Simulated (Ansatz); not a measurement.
Density of states of Mg2Si (Fm-3m) below the valence band maximum, Ansatz (a first-principles code) with HSE06, rigid bands; cell volume 63.3 Å³.

```csv
energy from edge (eV),10⁻³ states/eV/cell
0.006,90.8
0.031,189
0.056,240
0.081,278
0.106,309
0.131,338
0.156,365
0.181,392
0.206,418
0.231,440
0.256,465
0.281,489
0.319,524
0.344,550
0.369,572
0.394,597
0.419,627
0.444,650
0.469,678
0.494,708
0.519,735
0.544,763
0.569,797
0.594,834
```

Problem. What effective density of states at 300 K does this give (∫ g(E) exp(−E/k_BT) dE, both spins, divided by the cell's size)?

Solution. 6.3e19 cm⁻³, a density-of-states mass of 1.85 mₑ, valleys and band degeneracy included.

Spin-orbit coupling is left out; where it splits the top of the valence band, N_v and the p-type Seebeck coefficient come out somewhat high without it. Geometry: cell and atoms relaxed with PBEsol.
